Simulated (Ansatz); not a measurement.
HgS, pressure series

Consider HgS in the zinc blende structure (space group F-43m, No. 216; a = 5.8759 Å).

Cell and atoms are relaxed at each pressure.

Calculations: Ansatz (a program for electronic structure), PBEsol, PAW, cutoff 420 eV, no spin-orbit coupling.

```json
[
 {"pressure (GPa)": "-2", "volume per atom (Å³/atom)": "26.295"},
 {"pressure (GPa)": "-1", "volume per atom (Å³/atom)": "25.798"},
 {"pressure (GPa)": "0", "volume per atom (Å³/atom)": "25.359"},
 {"pressure (GPa)": "2.1", "volume per atom (Å³/atom)": "24.558"},
 {"pressure (GPa)": "4.5", "volume per atom (Å³/atom)": "23.792"},
 {"pressure (GPa)": "9", "volume per atom (Å³/atom)": "?"},
 {"pressure (GPa)": "15", "volume per atom (Å³/atom)": "21.488"},
 {"pressure (GPa)": "22.5", "volume per atom (Å³/atom)": "20.382"},
 {"pressure (GPa)": "30", "volume per atom (Å³/atom)": "19.513"}
]
```

Question: Fit the third-order Birch–Murnaghan form P(V) = (3B₀/2)[(V₀/V)^(7/3) − (V₀/V)^(5/3)]·[1 + (3/4)(B₀′ − 4)((V₀/V)^(2/3) − 1)] (squares taken in P) to the rows shown and predict the withheld row.

Answer: Least squares on the printed values gives V₀ = 25.360 Å³/atom, B₀ = 60.6 GPa, B₀′ = 4.8; this predicts 22.650 Å³/atom, and the run gives 22.648 Å³/atom, 0.002 lower.

A case with no gap was solved on a k-mesh chosen for an insulator, which is coarse for it. Load acts through the strain it causes; cell and atoms are relaxed under it. Stability against distortions was not tested. Tetrahedral semiconductors of this kind turn to denser phases somewhere between about 1 and 50 GPa; those were not computed, so compressed cells here can lie past the real transition. All final runs are without spin polarisation.
